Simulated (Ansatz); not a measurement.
## ZnO with two functionals

Consider ZnO in the wurtzite structure (space group P6_3mc, No. 186; a = 3.2796 Å, c = 5.2933 Å).

(Cell as relaxed with PBE.)

Levels (all Ansatz, an electronic-structure program, PAW): PBE (420 eV, no spin-orbit coupling); r2SCAN (500 eV, scalar-relativistic without spin-orbit coupling).

Each level relaxes its own structure.

```csv
quantity,PBE,r2SCAN
volume per atom,12.33 Å³,?
lattice parameter a,328.0 pm,?
lattice parameter c,529.3 pm,?
band gap,0.74 eV,?
gap character,direct at Γ,?
electron mass,0.14 mₑ,?
```

Question: Given the PBE results, estimate those of r2SCAN.

Answer: 
- volume per atom, r2SCAN: 11.81 Å³
- lattice parameter a, r2SCAN: 323.5 pm
- lattice parameter c, r2SCAN: 521.1 pm
- band gap, r2SCAN: 1.24 eV
- gap character, r2SCAN: direct at Γ
- electron mass, r2SCAN: 0.19 mₑ

PBE's volume per atom lies 0.52 Å³ above r2SCAN's (4.4 %); PBE's lattice parameter a lies 4.44 pm above r2SCAN's (1.4 %); PBE's lattice parameter c lies 8.2 pm above r2SCAN's (1.6 %); PBE's band gap lies 0.494 eV below r2SCAN's; the two agree on the gap character. Neither level is exact; r2SCAN is the comparison here, not a measurement.

Effective masses come from finite differences of ±0.01 Å⁻¹. Semilocal Kohn–Sham gaps tend to fall short of experiment. Whether these cells are dynamically stable was not tested.
